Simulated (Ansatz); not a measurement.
# ZrGeS (P4/nmm, No. 129, 6 atoms in the cell; start mp-4997)

Method: PBEsol in Ansatz (PAW).

Run with plane-wave cutoff 520 eV, 16×16×8 k mesh (along the axes of the cell as run), Fermi–Dirac smearing 0.05 eV, scalar-relativistic PAW data made under PBE.

Cell (relaxed at this level):

```cif
data_Ge2S2Zr2
_chemical_formula_sum 'Zr2 Ge2 S2'
_space_group_name_H-M_alt 'P4/nmm :1'
_space_group_IT_number 129
_space_group_name_Hall 'P 4ab 2ab -1ab'
_cell_length_a 3.60213
_cell_length_b 3.60213
_cell_length_c 7.98687
_cell_angle_alpha 90.000
_cell_angle_beta 90.000
_cell_angle_gamma 90.000
loop_
_space_group_symop_operation_xyz
  'x, y, z'
  '-y+1/2, x+1/2, z'
  '-x, -y, z'
  'y+1/2, -x+1/2, z'
  'x+1/2, -y+1/2, -z'
  '-y, -x, -z'
  '-x+1/2, y+1/2, -z'
  'y, x, -z'
  '-x+1/2, -y+1/2, -z'
  'y, -x, -z'
  'x+1/2, y+1/2, -z'
  '-y, x, -z'
  '-x, y, z'
  'y+1/2, x+1/2, z'
  'x, -y, z'
  '-y+1/2, -x+1/2, z'
loop_
_atom_site_label
_atom_site_type_symbol
_atom_site_symmetry_multiplicity
_atom_site_Wyckoff_symbol
_atom_site_fract_x
_atom_site_fract_y
_atom_site_fract_z
_atom_site_occupancy
Zr1 Zr 2 c 0.50000 0.00000 0.27653 1
Ge1 Ge 2 a 0.00000 0.00000 0.00000 1
S1 S 2 c 0.00000 0.50000 0.37967 1
```

| Quantity | Result |
|---|---|
| band gap | zero (no gap) |
| bulk modulus B0 | 132 GPa |

Note: the relaxation could not lower the start's symmetry, so the cell can be a saddle point above a distorted one; the bulk modulus is −V dP/dV from two relaxed cells at ±2 % in volume.

Spin–orbit coupling is not included.

Computing time: very roughly 6 core-minutes.

A start named mp-… is a Materials Project structure, which need not be a measured phase.

Ansatz is a first-principles code.
